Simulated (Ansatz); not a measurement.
## Hypothetical fluorite TeO2: pressure series

Consider TeO₂ in the fluorite structure (space group Fm-3m, No. 225; a = 5.385 Å; a hypothetical phase, not in the database extracts checked).

Cell and atoms are relaxed at each pressure.

Calculations: Kohn–Sham DFT with the PBE functional, run in Ansatz (a program for electronic structure) with PAW and 420 eV plane waves, no spin-orbit coupling, earlier PAW set.

Notes on the quantities. enthalpy: H = E + PV relative to the base's energy.

| case | electron mass | width of the top valence band | enthalpy | band gap | smallest direct gap |
|---|---|---|---|---|---|
| base | 0.89 mₑ along k, 0.23 mₑ across (off the special points) | 3.12 eV | – | 0.82 eV | 2.38 eV |
| pressure −2 GPa | 0.91 mₑ along k, 0.23 mₑ across (off the special points) | 3.05 eV | -0.16 eV/atom | 0.82 eV | 2.28 eV |
| pressure −1 GPa | 0.92 mₑ along k, 0.23 mₑ across (off the special points) | 3.09 eV | -0.08 eV/atom | 0.82 eV | 2.33 eV |
| pressure 1.8 GPa | 0.88 mₑ along k, 0.23 mₑ across (off the special points) | 3.19 eV | +0.15 eV/atom | 0.82 eV | 2.46 eV |
| pressure 4.2 GPa | 0.84 mₑ along k, 0.23 mₑ across (off the special points) | 3.27 eV | +0.34 eV/atom | 0.82 eV | 2.57 eV |
| pressure 9 GPa | 0.77 mₑ along k, 0.25 mₑ across (off the special points) | 3.43 eV | +0.71 eV/atom | 0.81 eV | 2.74 eV |
| pressure 18 GPa | 0.71 mₑ along k, 0.25 mₑ across (off the special points) | 3.71 eV | +1.39 eV/atom | 0.77 eV | 2.84 eV |
| pressure 30 GPa | 0.65 mₑ along k, 0.26 mₑ across (off the special points) | 4.04 eV | +2.26 eV/atom | 0.71 eV | 2.89 eV |
| pressure 45 GPa | 0.59 mₑ along k, 0.26 mₑ across (off the special points) | 4.43 eV | +3.30 eV/atom | 0.61 eV | 2.91 eV |
| pressure 60 GPa | 0.58 mₑ along k, 0.28 mₑ across (off the special points) | 4.78 eV | +4.29 eV/atom | 0.50 eV | 2.91 eV |

Spin-orbit coupling, missing from the scalar runs, can matter with Te. Load acts through the strain it causes; cell and atoms are relaxed under it. Effective masses come from finite differences of ±0.01 Å⁻¹. Along k means along the line from Γ to the band edge. Whether these cells are dynamically stable was not tested. Competing high-pressure phases were not computed.
